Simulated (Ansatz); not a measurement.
# Zr, pressure series

Take Zr in the hcp (Mg type) structure (space group P6_3/mmc, No. 194; a = 3.2460 Å, c = 5.1507 Å) as the base.

Cell and atoms are relaxed at each pressure.

All numbers come from Ansatz (an electronic-structure program) r2SCAN, no spin-orbit coupling.

```json
[
 {"variant": "base", "shortest interatomic distance": "6.019 bohr", "density": "6.45 g/cm³"},
 {"variant": "pressure −2 GPa", "shortest interatomic distance": "6.061 bohr", "density": "6.31 g/cm³"},
 {"variant": "pressure −1 GPa", "shortest interatomic distance": "6.039 bohr", "density": "6.38 g/cm³"},
 {"variant": "pressure 0.9 GPa", "shortest interatomic distance": "6.001 bohr", "density": "6.51 g/cm³"},
 {"variant": "pressure 2.1 GPa", "shortest interatomic distance": "5.978 bohr", "density": "6.58 g/cm³"},
 {"variant": "pressure 4.5 GPa", "shortest interatomic distance": "5.936 bohr", "density": "6.74 g/cm³"},
 {"variant": "pressure 9 GPa", "shortest interatomic distance": "5.866 bohr", "density": "7.00 g/cm³"},
 {"variant": "pressure 15 GPa", "shortest interatomic distance": "[?]", "density": "[?]"},
 {"variant": "pressure 22.5 GPa", "shortest interatomic distance": "5.707 bohr", "density": "7.72 g/cm³"},
 {"variant": "pressure 30 GPa", "shortest interatomic distance": "5.621 bohr", "density": "8.09 g/cm³"}
]
```

Task: Some entries are withheld; estimate them.

Result: 
- pressure 15 GPa, shortest interatomic distance: 5.786 bohr
- pressure 15 GPa, density: 7.33 g/cm³

Load acts through the strain it causes; cell and atoms are relaxed under it. No phonon test of stability was made. The final runs are not spin-polarised. Measured, Zr leaves this structure (for the ω phase) near 3 GPa (temperature not stated; as listed in C. Cazorla, D. Alfè, M. J. Gillan, Physical Review B (2008)).
